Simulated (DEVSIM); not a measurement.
Device: Schottky contact on n-type GaN, at 300 K.

Layer 1 from the left is GaN, thickness (μm) 0.310, Nd (cm⁻³) 3.4e15, τn (s) 4.6e-10, τp (s) 4.6e-10. Layer 2 from the left is GaN, thickness (μm) 1.10, Nd (cm⁻³) 9e17, τn (s) 4.6e-10, τp (s) 4.6e-10.

Left contact: Schottky, work function 5.68 eV, emission velocity 3.6e6 cm/s. Right contact: ohmic. Voltage is applied to the left contact. Recombination: SRH at mid-gap, Auger. Mobility is μmin + (μ − μmin)/(1 + (N/Nref)^α).

This is a model device: material constants are rounded textbook-type values typed into the input, and sizes, dopings and lifetimes were drawn at random. Values at 300 K.

GaN: gap (eV) 3.43, affinity (eV) 4.1, permittivity 9.5, Nc (cm⁻³) 2.3e18, Nv (cm⁻³) 4.6e19, μn (cm²/Vs) 1200, μp (cm²/Vs) 100, μn,min 55, μp,min 3, Nref,n 2e17, Nref,p 3e17, αn 1, αp 2, Cn (cm⁶/s) 1e-30, Cp (cm⁶/s) 1e-30.

Model (solved in DEVSIM): 1D drift-diffusion, Boltzmann statistics, complete ionisation; no tunnelling, impact ionisation, image-force lowering or self-heating. Metal contacts follow the ideal Schottky-Mott rule: no Fermi-level pinning, no interface dipoles.

Dark forward current:

```tsv
|V| (V)	|J| (A/cm²)
0.45	1.289e-13
0.50	8.892e-13
0.55	6.133e-12
0.60	4.230e-11
0.65	2.916e-10
0.70	2.009e-9
0.75	1.384e-8
0.80	9.530e-8
0.85	6.557e-7
0.90	4.508e-6
0.95	3.096e-5
1.00	0.0002124
1.05	0.001454
1.10	0.009933
1.15	0.06758
1.20	0.4565
1.25	3.040
1.30	19.49
1.35	111.2
1.40	469.6
1.45	1289
1.50	2524
```

**Question.** Work out the local ideality factor n = ΔV / (kT/q · ln(J2/J1)) between the rows 0.45 and 0.50 V, 1.45 and 1.50 V.

**Answer.** kT/q = 25.85 mV. From 0.45 to 0.50 V: ln(8.892e-13/1.289e-13) = 1.931, n = 1.00, near the 1 of diffusion or emission over a barrier. From 1.45 to 1.50 V: ln(2524/1289) = 0.672, n = 2.88.

**Question.** Estimate the current at 0.85 V for emission alone, J0 = q v N_band exp(−φB/kT), and read the barrier back from the simulated current.

**Answer.** φB = 1.580 eV, N_band = 2.30e18 cm⁻³, J0 = 3.78e-21 A/cm²; J = J0 (exp(qV/kT) − 1) = 7.22e-7 A/cm². The simulation gives 6.56e-7 A/cm²; the estimate lies 10 % above. Read backwards, the simulated current gives an apparent barrier of 1.582 eV. The estimate leaves out transport through the depletion region and minority injection.
